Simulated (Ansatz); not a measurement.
Take ZrS2 in the fluorite structure (space group Fm-3m, No. 225; a = 6.189 Å; a hypothetical phase, not in the database extracts checked) as the base. Axes: x, y, z lie along the cube axes.

Method: PBEsol (Ansatz, a quantum-chemistry and plane-wave program, PAW, without spin-orbit coupling).

Before the change:

```
Quantity            Value
---------------  --------
Pressure          0.0 GPa
Volume per atom  19.75 Å³
Band gap             zero
```

One thing is altered: biaxial strain +3.47 %, plane normal [001], relaxed out of plane (Cartesian); in-plane vectors clamped, the third vector and the atoms free.

Estimate the effect on the energy relative to the base.

The energy rises by 34 meV/atom.

Predict the new pressure.

The pressure (mean of the normal stresses, compression positive) goes from zero to -5.0 GPa.

How does this affect the volume per atom?

The volume per atom grows by 0.98 Å³, from 19.75 Å³ to 20.73 Å³.

Predict the new band gap.

The band gap is still zero.

No phonon test of stability was made. All final runs are without spin polarisation. The zero or small gap of ZrS2 can change with the level of theory.
